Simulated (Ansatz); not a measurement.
The reference is Os in the hcp (Mg type) structure (space group P6_3/mmc, No. 194; a = 2.7385 Å, c = 4.3193 Å; relaxed with 0.1 eV smearing). Axes: x lies along a and z along c of the hexagonal cell.

Structures relaxed with Ansatz (a quantum-chemistry and plane-wave program), r2SCAN, PAW, cutoff 500 eV, without spin-orbit coupling, earlier PAW set.

Base:

Simulated powder pattern, Mo Kα, λ = 0.71073 Å (kinematic, ideal powder, no thermal factors, no anomalous dispersion; the 14 strongest lines at most, above 2 %, up to 2θ = 40°):

```
2θ (°)  I/Imax (%)    hkl
------  ----------  -----
17.24           24  (100)
18.94           25  (002)
19.69          100  (101)
25.72           16  (102)
30.08           20  (110)
33.57           22  (103)
34.88          3.2  (200)
35.79           24  (112)
36.21           17  (201)
38.43          3.2  (004)
39.98          4.2  (202)
```

After one change:

Simulated powder pattern, Mo Kα, λ = 0.71073 Å (kinematic, ideal powder, no thermal factors, no anomalous dispersion; the 14 strongest lines at most, above 2 %, up to 2θ = 40°):

```json
[
 {"2θ (°)": "16.76", "I/Imax (%)": "22"},
 {"2θ (°)": "17.26", "I/Imax (%)": "21"},
 {"2θ (°)": "17.76", "I/Imax (%)": "22"},
 {"2θ (°)": "18.94", "I/Imax (%)": "68"},
 {"2θ (°)": "19.26", "I/Imax (%)": "100"},
 {"2θ (°)": "19.71", "I/Imax (%)": "92"},
 {"2θ (°)": "20.15", "I/Imax (%)": "85"},
 {"2θ (°)": "29.24", "I/Imax (%)": "20"},
 {"2θ (°)": "33.31", "I/Imax (%)": "21"},
 {"2θ (°)": "33.58", "I/Imax (%)": "20"},
 {"2θ (°)": "33.85", "I/Imax (%)": "19"},
 {"2θ (°)": "35.07", "I/Imax (%)": "23"},
 {"2θ (°)": "35.84", "I/Imax (%)": "22"},
 {"2θ (°)": "36.59", "I/Imax (%)": "20"}
]
```

**Question.** What was done to the base?
(A) biaxial strain −0.43 %, plane normal [001], relaxed out of plane
(B) uniaxial strain ε_yy = −1.02 %
(C) tensor shear ε_xy = −3.33 %

**Answer.** C, tensor shear ε_xy = −3.33 %. Its volume per atom is 14.01 Å³ against 14.03 Å³, and its space group is P2_1/m (No. 11).

No phonon test of stability was made. All final runs are without spin polarisation.
